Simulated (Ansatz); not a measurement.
The starting structures come from a database of crystals and need not be the phases stable at ambient conditions.

 Where the default PAW files enter, the runs use the earlier of Ansatz's two default sets.

By PBEsol, the system below comes out a metal.

Without scattering a metal conducts by its projected Fermi surface.

Consider the following.

```
CELL_PARAMETERS angstrom
      3.47827     0.00000     0.00000
      0.00000     5.66790     0.00000
      0.00000     0.00000     6.17023
ATOMIC_POSITIONS crystal
  Ge 0.25000 0.81460 0.57781
  Ge 0.75000 0.18540 0.42219
  Ge 0.75000 0.68540 0.07781
  Ge 0.25000 0.31460 0.92219
  Pd 0.25000 0.99622 0.19099
  Pd 0.75000 0.00378 0.80901
  Pd 0.75000 0.50378 0.69099
  Pd 0.25000 0.49622 0.30901
```

Space group of this cell: Pnma. The cell is strained (all lengths scaled by 0.98); by PBEsol its mean pressure is 7.0 GPa.

The current flows along the normal of the first two printed cell vectors. No spin-orbit coupling; the value is a mean over 0.1 eV about the Fermi level.

Compute, with PBEsol run with Ansatz (a quantum-chemistry and plane-wave program), the ballistic conductance per area.

0.42 × 10¹⁵ S/m² for both spins.
